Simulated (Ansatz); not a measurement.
## Quick settings and what they miss: HfZn3 (P6_3/mmc, 8 atoms in the cell)

Self-consistent single point.

```yaml
crystal:
  lattice:
    - [5.69546, 0.00000, 0.00000]
    - [-2.84773, 4.93241, 0.00000]
    - [0.00000, 0.00000, 4.28642]
  atoms:
    - { symbol: Hf, position: [0.33333, 0.66667, 0.75000] }
    - { symbol: Hf, position: [0.66667, 0.33333, 0.25000] }
    - { symbol: Zn, position: [0.15891, 0.31782, 0.25000] }
    - { symbol: Zn, position: [0.84109, 0.68218, 0.75000] }
    - { symbol: Zn, position: [0.84109, 0.15891, 0.75000] }
    - { symbol: Zn, position: [0.15891, 0.84109, 0.25000] }
    - { symbol: Zn, position: [0.68218, 0.84109, 0.25000] }
    - { symbol: Zn, position: [0.31782, 0.15891, 0.75000] }
```

Level of theory: PBEsol, PAW files made with PBE (plane waves; Ansatz, a program for electronic structure).

Base settings: basis.ecutwfc = 420 eV; kpoints.mp_grid.grid = 6 6 6; hamiltonian.xc = pbesol; hamiltonian.pseudopotentials = {kind: paw} (the program's default PAW files); scf.occupations.method = fermi_dirac; scf.occupations.width = 0.1 eV.

Tight run (finer mesh or higher cutoff; not a proven limit): basis.ecutwfc: 420 eV → 590 eV; kpoints.mp_grid.grid: 6 6 6 → 9 9 9; scf.convergence.dr2_threshold: default (1e-07 eV) → 1e-09 eV. It gave Fermi level (on the code's own zero) 15.00 eV; pressure 2.71 GPa; largest force (vector length) 0.049 eV/Å.

Quick runs, as changes from the base:
- A: the base itself
- B: basis.ecutwfc: 420 eV → 250 eV; kpoints.mp_grid.grid: 6 6 6 → 3 3 3; scf.occupations.method: fermi_dirac → methfessel_paxton; scf.occupations.width: 0.1 eV → 0.136 eV
- C: basis.ecutwfc: 420 eV → 250 eV; scf.convergence.dr2_threshold: default (1e-07 eV) → 0.0001 eV
- D: kpoints.mp_grid.grid: 6 6 6 → 4 4 4; hamiltonian.xc: pbesol → lda [LDA (PW92)]
- E: basis.ecutwfc: 420 eV → 295 eV; kpoints.mp_grid.grid: 6 6 6 → 8 8 8; scf.occupations.method: fermi_dirac → cold; scf.occupations.width: 0.1 eV → 0.272 eV

Energies are extrapolated to zero smearing width, which holds to low order in the width alone.

Dashes: energy of D, another energy zero.

† marks runs with another functional, U, potentials or spin treatment: their distance from the tight run is not a convergence error alone.

The count of work is k-points × plane waves × bands × iterations; it is no time. 

Pressures in the table are Ansatz's without its Pulay estimate, at a fixed set of plane waves; the tight run's value above holds the estimate.

The starting cell comes from a database of computed structures (which also holds hypothetical and non-ambient phases and stackings), without a prior relaxation at this level. Its lattice was rescaled by a random factor within 2.5 % of one.

```tsv
run	energy less tight (meV/atom)	pressure less tight (GPa)	largest miss in a force vector (eV/Å)	count of work / tight
A	0.5	-0.09	0.001	0.24
B	1090.0	-71.88	0.132	0.018
C	1051.2	-71.70	0.138	0.073
D†	–	-4.61	0.020	0.10
E	133.9	-13.46	0.022	0.22
```

Among the runs at the tight run's level, the energy misses run from 0.5 to 1090.0 meV/atom.

Left out of this page: 1 run of the series unsound by tests on forces, stress, charge or solver warnings.

Keys are those of Ansatz 0.2.
